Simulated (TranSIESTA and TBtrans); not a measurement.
Device: Na chain with one Ru atom in place of Na. Leads: straight Na chain, spacing 3.3 Å. Geometry: 3 atoms about the centre moved by SIESTA (PBE, DZP) to a largest force of 0.02 eV/Å, all others as built, motion along the axis alone. Transport runs along z; the first 6 and the last 6 of the 19 atoms are the lead cells, repeated to infinity.

```xyz
19
Lattice="9.000 0.000 0.000 0.000 9.000 0.000 0.000 0.000 61.650" Properties=species:S:1:pos:R:3 pbc="F F T"
Na     4.500     4.500     0.000
Na     4.500     4.500     3.300
Na     4.500     4.500     6.600
Na     4.500     4.500     9.900
Na     4.500     4.500    13.200
Na     4.500     4.500    16.500
Na     4.500     4.500    19.800
Na     4.500     4.500    23.100
Na     4.500     4.500    26.386
Ru     4.500     4.500    29.154
Na     4.500     4.500    31.913
Na     4.500     4.500    35.250
Na     4.500     4.500    38.550
Na     4.500     4.500    41.850
Na     4.500     4.500    45.150
Na     4.500     4.500    48.450
Na     4.500     4.500    51.750
Na     4.500     4.500    55.050
Na     4.500     4.500    58.350
```
Starting moments (μB): atom 10 +1.5.

Run with TranSIESTA and TBtrans (open boundaries, self-consistent; PseudoDojo norm-conserving potentials, scalar-relativistic): Spin polarized, PAO.BasisSize DZP, PAO.EnergyShift 0.15 eV, XC.Authors PBE, Mesh.Cutoff 200 Ry, ElectronicTemperature 300 K, TS.Voltage 0.0 eV, TBT.Elecs.Eta 0.001 eV.

Energies count from the leads' Fermi level. Transmissions are for each spin. The energy step is 0.01 eV; narrower resonances are cut or missed.

```
E (eV)   T up  T down
------  -----  ------
-0.20   0.623   0.704
-0.15   0.628   0.742
-0.10   0.625   0.778
-0.05   0.619   0.811
0.00    0.610   0.841
0.05    0.601   0.866
0.10    0.594   0.886
0.15    0.589   0.903
0.20    0.587   0.915
```

**Question.** Give the zero-bias conductance in μS and the resistance at 300 K.

**Answer.** At the Fermi level the mean of both spins is (0.610 + 0.841)/2 = 0.726. Averaged with −∂f/∂E over the full grid (kT = 25.9 meV) it is 0.724. With G0 = 2e²/h = 77.48 μS, G = 56.1 μS and R = 1/G = 17.8 kΩ.

**Question.** The eigenchannels at the Fermi level (both spins) transmit 0.610, 0.841. What Fano factor of the shot noise follows at low temperature and bias?

**Answer.** F = Σ τ(1 − τ)/Σ τ = 0.372/1.45 = 0.26.

Moments were seeded on the central atoms alone, and one start was tried. The straight chain is held at its spacing; free chains may zigzag or dimerise.
